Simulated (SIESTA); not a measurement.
**Several settings converged on a (001) slab of CuAgO2 (cut from a parent of space group no. 47; 4 atoms in the cell)**

```
CELL_PARAMETERS angstrom
      2.80799     0.00000     0.00000
      0.00000     3.34383     0.00000
      0.00000     0.00000    17.92861
ATOMIC_POSITIONS crystal
  Cu 0.50000 0.50000 0.45930
  Ag 0.00000 0.00000 0.60956
  O  0.00000 0.50000 0.39044
  O  0.00000 0.50000 0.52817
```

Base method: LDA PW92, numerical atomic orbitals DZP, PseudoDojo LDA standard norm-conserving potentials (rewritten from UPF to PSML) (SIESTA).

Base settings: XC.functional = LDA; XC.authors = PW92; potentials = PseudoDojo LDA standard; PAO.BasisSize = DZP; PAO.EnergyShift = 0.005 Ry; MeshCutoff = 350 Ry; kgrid.MonkhorstPack = 5 5 1; OccupationFunction = FD; ElectronicTemperature = 0.1 eV; MaxSCFIterations = 150.

**The vacuum**

The mesh stays at the base's, so the ladder's end is converged at best in this setting alone.

Only quantities that move along the ladder and can be compared are tabulated; forces are left out, as grid noise moves with the cell.

```csv
vacuum between outermost atoms (Å),free energy less the last step's (meV/atom)
3.0,-146.27
4.0,-50.42
5.0,-27.73
6.0,-21.13
7.0,-16.49
8.0,-13.31
10.0,-9.22
12.0,-6.69
14.0,-4.99
17.0,-3.27
20.0,-2.10
25.0,-0.82
30.0,0.00
```

Smallest vacuum between outermost atoms (Å) that holds the free energy within 1 meV/atom: not settled: the last two steps still differ by 0.82 meV/atom, over half the tolerance, so the ladder does not show it.

**The vacuum with a dipole correction**

In this ladder: Slab.DipoleCorrection = vacuum.

The mesh stays at the base's, so the ladder's end is converged at best in this setting alone.

Only quantities that move along the ladder and can be compared are tabulated; forces are left out, as grid noise moves with the cell.

| vacuum between outermost atoms (Å) | free energy less the last step's (meV/atom) |
|---|---|
| 6.0 | -24.98 |
| 8.0 | -0.01 |
| 10.0 | -0.02 |
| 14.0 | -0.01 |
| 20.0 | 0.00 |

Smallest vacuum between outermost atoms (Å) that holds the free energy within 1 meV/atom of the last step, with all finer ones: 8.0; the step before is off by 25 meV/atom.

**The cutoff of the real-space grid**

The mesh stays at the base's, so the ladder's end is converged at best in this setting alone.

Only quantities that move along the ladder and can be compared are tabulated.

| MeshCutoff | largest difference of a force vector from the last step's (eV/Å) |
|---|---|
| 175 Ry (178 Ry used) | 0.015 |
| 210 Ry (220 Ry used) | 0.004 |
| 245 Ry (253 Ry used) | 0.005 |
| 298 Ry (315 Ry used) | 0.004 |
| 350 Ry (359 Ry used) | 0.002 |
| 420 Ry (454 Ry used) | 0.001 |
| 525 Ry (537 Ry used) | 0.002 |
| 700 Ry (713 Ry used) | 0.000 |

Coarsest MeshCutoff that holds the forces within 0.005 eV/Å of the last step, with all finer ones: 210 Ry (220 Ry used); the step before is off by 0.015 eV/Å.

On the base run: the starting cell comes from a database of computed structures (which also holds hypothetical and non-ambient phases and stackings), without a prior relaxation at this level. The slab is cut from that crystal, and its faces are unrelaxed. Its lattice was rescaled by up to half a per cent. Spin polarisation is off, so a magnetic state, if there is one, cannot be reached. Values carry the incompleteness of an atom-centred basis. In the base run, forces exceed 1 eV/Å. Without a gap this mesh is coarse (it stands for a supercell whose shortest in-plane vector is 14 Å).

Left out of this page: 1 run of the series outside the window shown, repeating another row's setting, or not comparable.
